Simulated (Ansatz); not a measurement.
ZnGaNO (model structure, started from the AlSiCN type, P3m1, No. 156, 4 atoms in the cell), treated with PBE0 (Ansatz, a first-principles code, plane waves, PAW).

Run with plane-wave cutoff 460 eV, 9×9×6 k mesh (along the axes of the cell as run), Fermi–Dirac smearing 0.01 eV, scalar-relativistic PAW data made under PBE.

Cell (relaxed with PBEsol):

```cif
data_GaNOZn
_chemical_formula_sum 'Ga1 Zn1 O1 N1'
_space_group_name_H-M_alt 'P 1'
_space_group_IT_number 1
_cell_length_a 3.19556
_cell_length_b 3.19556
_cell_length_c 5.22005
_cell_angle_alpha 90.000
_cell_angle_beta 90.000
_cell_angle_gamma 120.000
loop_
_space_group_symop_operation_xyz
  'x, y, z'
loop_
_atom_site_label
_atom_site_type_symbol
_atom_site_fract_x
_atom_site_fract_y
_atom_site_fract_z
_atom_site_occupancy
Ga1 Ga 0.33333 0.66667 0.50740 1
Zn1 Zn 0.66667 0.33333 0.99111 1
O1 O 0.33333 0.66667 0.13843 1
N1 N 0.66667 0.33333 0.61306 1
```

Problem. What does this level give for the band gap?

Solution. 
- band gap: 3.36 eV (on the SCF k mesh)

Note: the relaxation could raise the start's symmetry but not lower it, so the cell can be a saddle point; cell and atoms aren't relaxed at this level (largest force component 0.18 eV/Å, pressure 0.9 GPa).

Spin–orbit coupling is not included.

Computed values are for the static lattice.

Cost on a shared machine: about 9 core-minutes (a rough figure).

A model structure was made by putting elements into a prototype or built by hand; it is no filed structure, need not be a known phase, and can be a saddle point held by its symmetry.
